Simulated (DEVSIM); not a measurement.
System: abrupt Si n-p junction, at 300 K.

| layer (left to right) | material | thickness (μm) | Nd (cm⁻³) | Na (cm⁻³) | τn (s) | τp (s) |
|---|---|---|---|---|---|---|
| 1 | Si | 41.0 | 7.3e16 | - | 1.7e-5 | 1.7e-5 |
| 2 | Si | 18.0 | - | 1.9e14 | 1.7e-5 | 1.7e-5 |

Left contact: ohmic. Right contact: ohmic. Voltage is applied to the left contact. Recombination: SRH at mid-gap, radiative. Mobility is μmin + (μ − μmin)/(1 + (N/Nref)^α).

This is a model device: material constants are rounded textbook-type values typed into the input, and sizes, dopings and lifetimes were drawn at random. Values at 300 K.

```
parameter           Si
-------------  -------
gap (eV)         1.124
affinity (eV)     4.05
permittivity      11.7
Nc (cm⁻³)      2.86e19
Nv (cm⁻³)       3.1e19
μn (cm²/Vs)       1417
μp (cm²/Vs)        470
μn,min              52
μp,min              45
Nref,n          9.7e16
Nref,p          2.2e17
αn                0.68
αp                0.72
B (cm³/s)      4.7e-15
```

Model (solved in DEVSIM): 1D drift-diffusion, Boltzmann statistics, complete ionisation; no tunnelling, impact ionisation, image-force lowering or self-heating.

Q: Tabulate band edges, carrier densities and field at 5.0 V on the left contact.

A: Energies count from the Fermi level of the right contact; mesh points crowd at the junctions.

```tsv
x (μm)	Ec (eV)	Ev (eV)	n (cm⁻³)	p (cm⁻³)	field (V/cm)
0.000	-4.846	-5.970	7.3e16	1600	≈ 0
0.04822	-4.846	-5.970	7.3e16	1600	≈ 0
0.1932	-4.846	-5.970	7.3e16	1600	≈ 0
0.6292	-4.846	-5.970	7.3e16	1600	≈ 0
2.929	-4.846	-5.970	7.3e16	1500	≈ 0
8.854	-4.846	-5.970	7.3e16	1300	≈ 0
24.95	-4.846	-5.970	7.3e16	630	≈ 0
37.32	-4.846	-5.970	7.3e16	150	≈ 0
39.79	-4.846	-5.970	7.3e16	< 1e2	≈ 0
40.61	-4.846	-5.970	7.3e16	< 1e2	≈ 0
40.89	-4.846	-5.970	7.3e16	< 1e2	22
40.99	-4.816	-5.940	2.3e16	< 1e2	16000
41.03	-4.742	-5.866	1.3e15	< 1e2	18000
41.15	-4.539	-5.663	5.2e11	< 1e2	18000
41.71	-3.585	-4.709	6900	2300	16000
43.18	-1.543	-2.667	6600	12000	12000
47.60	0.810	-0.314	28000	1.6e14	140
54.86	0.814	-0.310	400000	1.9e14	≈ 0
58.10	0.814	-0.310	570000	1.9e14	≈ 0
58.72	0.814	-0.310	600000	1.9e14	≈ 0
58.92	0.814	-0.310	610000	1.9e14	≈ 0
59.00	0.814	-0.310	610000	1.9e14	≈ 0
```
